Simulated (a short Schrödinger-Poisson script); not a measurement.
Structure: gated Al0.33Ga0.67As/GaAs δ-doped gas, at 77 K.

| layer | material | thickness (nm) | Na (cm⁻³) |
|---|---|---|---|
| 1 | Al0.33Ga0.67As | 15 | - |
| 2 | Al0.33Ga0.67As | 2 | - |
| 3 | GaAs | 6000 | 9e14 |

The device is made up for the run: typed textbook-type constants, with dimensions and the other settings drawn at random. Al0.33Ga0.67As: permittivity 11.96, conduction-band edge (eV) 0.261, gap (eV) 1.836, electron mass (mₑ) 0.0944, Nv at 300 K (cm⁻³) 9e18. GaAs: permittivity 12.9, conduction-band edge (eV) 0, gap (eV) 1.424, Nv at 300 K (cm⁻³) 9e18.

Channel valleys (confinement mass, in-plane density-of-states mass, number): Γ 0.067, 0.067, 1. At the gate the conduction-band edge of layer 1 lies 1.01 eV − eVg above the Fermi level of the channel; the field vanishes at the back. Sheet of ionised δ-doping: +3.6e12 e/cm² at 15 nm from the gate. The barrier under the gate holds no holes. Gaps are held at their typed values at every temperature. Mesh 0.08 nm at interfaces.

From a short Schrödinger-Poisson script (our own, NumPy): 1D Poisson equation in equilibrium, electrons quantum, Hartree (BenDaniel-Duke, 40 states a valley, the channel's in-plane mass for all, wave functions free to enter the barrier), parabolic valleys, classical holes, full ionisation, no traps, pinning or gate leakage.

The same stack at other levels of the model or other numerical settings:

```csv
run,sheet density of all electrons at Vg = 0.5 V (cm⁻²),sheet density of all electrons at Vg = 0 V (cm⁻²),capacitance at Vg = 0.5 V (μF/cm²),centroid of the channel electrons at Vg = 0.5 V (nm),rough cost against the base
base,1.52e12,4.74e10,0.512,5.29,about 1
"electrons treated as classical, Boltzmann",1.90e12,8.62e10,[?],1.09,0.03
"electrons treated as classical, Fermi-Dirac",1.56e12,7.44e10,0.500,4.41,0.1
"electrons treated as quantum, Hartree plus LDA exchange-correlation",1.56e12,[?],0.518,4.99,2
mesh six times as coarse,1.52e12,4.75e10,0.512,5.26,0.3
one subband a valley,1.51e12,4.69e10,0.503,[?],0.4
```

**Question.** Complete the blanks.

**Answer.** 
- electrons treated as classical, Boltzmann, capacitance at Vg = 0.5 V (μF/cm²): 0.606
- one subband a valley, centroid of the channel electrons at Vg = 0.5 V (nm): 4.55
- electrons treated as quantum, Hartree plus LDA exchange-correlation, sheet density of all electrons at Vg = 0 V (cm⁻²): 5.61e10

The classical rows ignore confinement, and Boltzmann statistics overrate the density once the band edge passes the Fermi level.
